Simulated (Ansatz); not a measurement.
A computed series for CrCl3: pressure series

Consider CrCl3 (space group C2/m, No. 12; a = 5.963 Å, b = 10.322 Å, c = 6.080 Å, α = γ = 90.00°, β = 108.51°; ferromagnetic; a cell from a computed database, its experimental status unchecked; layered, stacked along the Cartesian z axis).

Cell and atoms are relaxed at each pressure.

All numbers come from Kohn–Sham DFT with the r2SCAN+rVV10 functional, run in Ansatz (a quantum-chemistry and plane-wave program) with PAW and 500 eV plane waves, no SOC.

Notes on the quantities. enthalpy: H = E + PV relative to the base's energy.

```json
[
 {"case": "base", "volume per atom": "22.18 Å³", "enthalpy": "–", "largest site moment": "2.70 μB"},
 {"case": "pressure 0.3 GPa", "volume per atom": "21.89 Å³", "enthalpy": "+0.04 eV/atom", "largest site moment": "2.70 μB"},
 {"case": "pressure 0.7 GPa", "volume per atom": "21.55 Å³", "enthalpy": "+0.10 eV/atom", "largest site moment": "2.69 μB"},
 {"case": "pressure 1.5 GPa", "volume per atom": "20.99 Å³", "enthalpy": "+0.20 eV/atom", "largest site moment": "2.68 μB"},
 {"case": "pressure 3 GPa", "volume per atom": "20.19 Å³", "enthalpy": "+0.39 eV/atom", "largest site moment": "2.67 μB"},
 {"case": "pressure 5 GPa", "volume per atom": "19.39 Å³", "enthalpy": "+0.64 eV/atom", "largest site moment": "2.65 μB"}
]
```

Load acts through the strain it causes; cell and atoms are relaxed under it. No phonon test of stability was made. No other phases were tried under pressure. No Hubbard U is applied and the magnetic state is the run's own (CrCl3 ferromagnetic); small cells can't hold the antiferromagnetic order that many such compounds have, so gaps and moments can be off. The base started in P-1 and relaxed to C2/m at this level.
